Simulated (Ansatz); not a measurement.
## Ag, response to strain

Base system: Ag in the fcc (Cu type) structure (space group Fm-3m, No. 225; relaxed with 0.1 eV smearing).

```xyz
1
Lattice="0.0000 2.0269 2.0269 2.0269 0.0000 2.0269 2.0269 2.0269 0.0000" Properties=species:S:1:pos:R:3 pbc="T T T"
Ag     0.0000     0.0000     0.0000
```

Cartesian axes are those of the cell as printed.

Strains are applied to the cell and any free atomic positions relax; under biaxial strain the out-of-plane vector relaxes too.

The values are results of PBEsol in Ansatz (plane waves to 420 eV, PAW, spin-orbit coupling left out), not measurements.

Notes on the quantities. energy relative to the base: free energy F; pressure: mean of the normal stresses, compression positive.

| case | energy relative to the base | shortest interatomic distance | pressure | space group |
|---|---|---|---|---|
| base | 0 meV/atom | 2.866 Å | 0.0 GPa | Fm-3m (No. 225) |
| biaxial strain −0.84 %, plane normal [001], relaxed out of plane | +0.8 meV/atom | 2.842 Å | 0.6 GPa | I4/mmm (No. 139) |
| biaxial strain +1.25 %, plane normal [001], relaxed out of plane | +1.4 meV/atom | 2.858 Å | -0.7 GPa | I4/mmm (No. 139) |
| biaxial strain +1.56 %, plane normal [110], relaxed out of plane | +4.6 meV/atom | 2.825 Å | -1.7 GPa | Immm (No. 71) |
| isotropic strain −4.58 % | +146 meV/atom | 2.735 Å | 24.9 GPa | Fm-3m (No. 225) |
| isotropic strain +3.79 % | [?] | 2.975 Å | [?] | Fm-3m (No. 225) |
| uniaxial strain ε_xx = −5.27 % | +23 meV/atom | 2.792 Å | 7.6 GPa | I4/mmm (No. 139) |
| uniaxial strain ε_zz = −4.96 % | +21 meV/atom | 2.796 Å | 7.1 GPa | I4/mmm (No. 139) |
| uniaxial strain ε_zz = −1.80 % | +2.5 meV/atom | 2.841 Å | 2.3 GPa | I4/mmm (No. 139) |
| uniaxial strain ε_zz = +0.14 % | 0.0 meV/atom | 2.866 Å | -0.2 GPa | I4/mmm (No. 139) |

Task: Fill in the withheld entries from the trend.

Result: 
- isotropic strain +3.79 %, energy relative to the base: +67 meV/atom
- isotropic strain +3.79 %, pressure: -9.6 GPa

A biaxial case was relaxed in a doubled cell and then solved in the primitive one. Stability against distortions was not tested.

Ansatz is a quantum-chemistry and plane-wave program.
